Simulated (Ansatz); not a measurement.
## Effect of pressure 1.5 GPa on AlAu

The parent structure is AlAu in the CsCl type structure (space group Pm-3m, No. 221; a = 3.178 Å; a cell from a computed database, its experimental status unchecked).

Now apply this change: a hydrostatic pressure of 1.5 GPa.

Calculations: Kohn–Sham DFT with the PBEsol functional, run in Ansatz (an electronic-structure program) with PAW and 420 eV plane waves, no spin-orbit coupling. k-mesh 15×15×15 (Γ-centred); smearing 0.05 eV (Fermi–Dirac).

```yaml
volume_per_atom: 15.87 Å³ (base 16.05 Å³)
lattice_parameter_a: 3.166 Å (base 3.178 Å)
band_gap: zero (base zero)
```

Final structure:

```
CELL_PARAMETERS angstrom
      3.16592     0.00000     0.00000
      0.00000     3.16592     0.00000
      0.00000     0.00000     3.16592
ATOMIC_POSITIONS crystal
  Al 0.00000 0.00000 0.00000
  Au 0.50000 0.50000 0.50000
```

Load acts through the strain it causes; cell and atoms are relaxed under it. No phonon test of stability was made.
